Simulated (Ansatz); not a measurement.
ZnS (R3m, No. 160, 36 atoms in the cell; start mp-1200568; a measured phase of this formula has another space group)

Method: LDA (Ansatz, a program for electronic structure, plane waves, PAW).

Run with plane-wave cutoff 520 eV, 8×8×8 k mesh, Fermi–Dirac smearing 0.01 eV, scalar-relativistic PAW data made under PBE.

Cell (relaxed at this level):

```
CELL_PARAMETERS angstrom
      1.87129     1.08039    55.11851
     -1.87129     1.08039    55.11851
      0.00000    -2.16078    55.11851
ATOMIC_POSITIONS crystal
  Zn 0.99996 0.99996 0.99996
  Zn 0.94444 0.94444 0.94444
  Zn 0.88889 0.88889 0.88889
  Zn 0.83336 0.83336 0.83336
  Zn 0.79629 0.79629 0.79629
  Zn 0.72222 0.72222 0.72222
  Zn 0.64813 0.64813 0.64813
  Zn 0.57408 0.57408 0.57408
  Zn 0.53702 0.53702 0.53702
  Zn 0.48150 0.48150 0.48150
  Zn 0.42595 0.42595 0.42595
  Zn 0.35183 0.35183 0.35183
  Zn 0.29630 0.29630 0.29630
  Zn 0.25924 0.25924 0.25924
  Zn 0.18519 0.18519 0.18519
  Zn 0.11114 0.11114 0.11114
  Zn 0.07407 0.07407 0.07407
  Zn 0.03702 0.03702 0.03702
  S  0.98610 0.98610 0.98610
  S  0.93055 0.93055 0.93055
  S  0.87499 0.87499 0.87499
  S  0.81949 0.81949 0.81949
  S  0.78243 0.78243 0.78243
  S  0.70833 0.70833 0.70833
  S  0.63427 0.63427 0.63427
  S  0.56022 0.56022 0.56022
  S  0.52316 0.52316 0.52316
  S  0.46760 0.46760 0.46760
  S  0.41205 0.41205 0.41205
  S  0.33794 0.33794 0.33794
  S  0.28244 0.28244 0.28244
  S  0.24538 0.24538 0.24538
  S  0.17132 0.17132 0.17132
  S  0.09727 0.09727 0.09727
  S  0.06022 0.06022 0.06022
  S  0.02316 0.02316 0.02316
```

```json
{
  "band_gap": "2.15 eV (direct)"
}
```

Static lattice: no zero-point or thermal effects.

A start named mp-… is a Materials Project structure, which need not be a measured phase.
